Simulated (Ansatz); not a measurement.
# Pressure series in SiO2

Base system: SiO₂ (space group P4_12_12, No. 92; a = 5.083 Å, c = 7.098 Å).

Cell and atoms are relaxed at each pressure.

All numbers come from PBE (Ansatz, a first-principles code; PAW; 420 eV plane waves; scalar-relativistic without spin-orbit coupling), earlier PAW set.

Candidates:
(a) pressure 10 GPa
(b) pressure −1 GPa
(c) pressure 1.5 GPa

Base values:

| Item | Result |
|---|---|
| Band gap | 5.52 eV |

### Question
Order them by band gap, lowest first.

### Answer
(b) pressure −1 GPa (5.42 eV), (c) pressure 1.5 GPa (5.64 eV), (a) pressure 10 GPa (5.90 eV)

Load acts through the strain it causes; cell and atoms are relaxed under it. No phonon test of stability was made. No other phases were tried under pressure.
